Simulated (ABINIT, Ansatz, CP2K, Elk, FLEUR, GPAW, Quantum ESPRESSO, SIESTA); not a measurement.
**C (Fd-3m, 2 atoms in the cell) computed with different codes at matched settings**

Self-consistent single point, at a second geometry (lattice scaled by 0.98). First geometry:

```
CELL_PARAMETERS angstrom
      0.00000     1.75545     1.75545
      1.75545     0.00000     1.75545
      1.75545     1.75545     0.00000
ATOMIC_POSITIONS crystal
  C  0.50000 0.50000 0.50000
  C  0.75000 0.75000 0.75000
```

Shared settings, as Ansatz (a program for electronic structure) writes them: kpoints.mp_grid.grid = 13 13 13; scf.occupations.method = fermi_dirac; scf.occupations.width = 0.05 eV. Potentials and cutoffs stand in the table.

```csv
code,model,ΔF from the first geometry (meV/atom),pressure (GPa),gap on the mesh (eV),cutoff
SIESTA,"GGA PBE, numerical atomic orbitals DZP, PseudoDojo PBE standard norm-conserving potentials (rewritten from UPF to PSML)",99.7,68.81,4.531,grid 400 Ry
Ansatz,"PBE, default PAW files",81.9,58.53,4.393,default
Quantum ESPRESSO,"PBE, PseudoDojo standard norm-conserving (PBE) pseudopotentials",82.7,59.90,4.453,85 Ry
FLEUR,"PBE, all-electron FLAPW (FLEUR), scalar-relativistic valence",88.7,–,4.407,Kmax 4.5 1/bohr
ABINIT,"PBE, norm-conserving pseudopotentials (PseudoDojo nc-sr-05 PBE standard)",82.8,59.78,4.453,82 Ry
Elk,"PBE, all-electron FP-LAPW, Elk's shipped species files, APW+lo basis with extra local orbitals",–,–,4.398,rgkmax 8
CP2K,"PBE, GPW, DZVP-MOLOPT-SR-GTH basis, GTH-PBE potentials (GTH_POTENTIALS)",84.8,61.09,4.527,grid 400 Ry
GPAW,"PBE, GPAW PAW datasets PBE (gpaw-data 1.0.1)",83.3,–,4.383,950 eV
```

For Ansatz (by 0.9 GPa) the energy change implies a higher mean pressure, against the two pressures, than for the other programs: a sign of finite-basis (Pulay) stress.

A dash marks a value that a program does not give, or that is left out as unsure.

Gaps are read on the mesh.

The spread over the programs that give each value: ΔF from the first geometry within 17.8 meV/atom; pressure within 10.28 GPa; gap on the mesh within 0.148 eV.

SIESTA and CP2K use small atom-centred bases, whose incompleteness enters pressures, forces and empty levels differently from a plane-wave cutoff. FLEUR and Elk treat all electrons, but the usual bases taken here (sphere radii, linearisation, local orbitals, empty states) were not tested for convergence, so the values are no reference for the others. Ansatz's pressure is given at a fixed set of plane waves, as the other plane-wave codes print theirs; with its correction for the finite basis it is 59.54 GPa (the shift of 1.01 GPa shows how far the cutoff is from converged). The pressure of GPAW is left out: its cutoff lies under the one at which its stress was checked. In the pressure, SIESTA (by 9.03), Ansatz (by 1.25) and CP2K (by 1.31) lie more than 1 GPa from the median of the plane-wave programs.

The starting cell comes from a database of computed structures (which also holds hypothetical and non-ambient phases and stackings), without a prior relaxation at this level. Its lattice was rescaled by a random factor within 2.5 % of one. For this run, on top of that: lattice scaled by 0.98.

Keys are those of Ansatz 0.2.
